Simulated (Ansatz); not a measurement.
The starting structures come from a database of crystals and need not be the phases stable at ambient conditions.

 Where the default PAW files enter, the runs use the earlier of Ansatz's two default sets.

# Evanescent states of Rb2MgF4 (I4/mmm, not sure to be the ambient phase, 7 atoms a cell, 16.1 Å³ an atom) along the normal of (110)

These are r2SCAN (plane waves, PAW; Ansatz, a program for electronic structure) values and carry that method's errors.

The gap is the functional's own. No spin-orbit coupling. Mid-gap values are interpolated on the energy grid.

Energies count from the valence-band top; κ is the least over a 6×6 mesh across the current.

```json
[
 {"E (eV)": "0.17", "κ (1/Å)": "0.252", "where": "Γ"},
 {"E (eV)": "0.49", "κ (1/Å)": "0.335", "where": "Γ"},
 {"E (eV)": "0.82", "κ (1/Å)": "0.385", "where": "Γ"},
 {"E (eV)": "1.16", "κ (1/Å)": "0.419", "where": "Γ"},
 {"E (eV)": "1.49", "κ (1/Å)": "0.444", "where": "Γ"},
 {"E (eV)": "1.81", "κ (1/Å)": "0.462", "where": "Γ"},
 {"E (eV)": "2.15", "κ (1/Å)": "0.476", "where": "Γ"},
 {"E (eV)": "2.48", "κ (1/Å)": "0.485", "where": "Γ"},
 {"E (eV)": "2.81", "κ (1/Å)": "0.490", "where": "Γ"},
 {"E (eV)": "3.13", "κ (1/Å)": "0.492", "where": "Γ"},
 {"E (eV)": "3.46", "κ (1/Å)": "0.491", "where": "Γ"},
 {"E (eV)": "3.79", "κ (1/Å)": "0.488", "where": "Γ"},
 {"E (eV)": "4.12", "κ (1/Å)": "0.481", "where": "Γ"},
 {"E (eV)": "4.46", "κ (1/Å)": "0.471", "where": "Γ"},
 {"E (eV)": "4.79", "κ (1/Å)": "0.458", "where": "Γ"},
 {"E (eV)": "5.12", "κ (1/Å)": "0.441", "where": "Γ"},
 {"E (eV)": "5.45", "κ (1/Å)": "0.420", "where": "Γ"},
 {"E (eV)": "5.78", "κ (1/Å)": "0.393", "where": "Γ"},
 {"E (eV)": "6.11", "κ (1/Å)": "0.360", "where": "Γ"},
 {"E (eV)": "6.43", "κ (1/Å)": "0.318", "where": "Γ"},
 {"E (eV)": "6.76", "κ (1/Å)": "0.261", "where": "Γ"},
 {"E (eV)": "7.09", "κ (1/Å)": "0.176", "where": "Γ"}
]
```

How thick must the barrier be to attenuate the transmission by 10^6 when the electrodes' Fermi level lies at 4.46 eV, and what attenuation does that film give at 5.78 eV?

d = 6 ln 10 / (2 × 0.471) = 14.7 Å. At 5.78 eV it gives 6 × 0.393/0.471 = 5.0 decades.
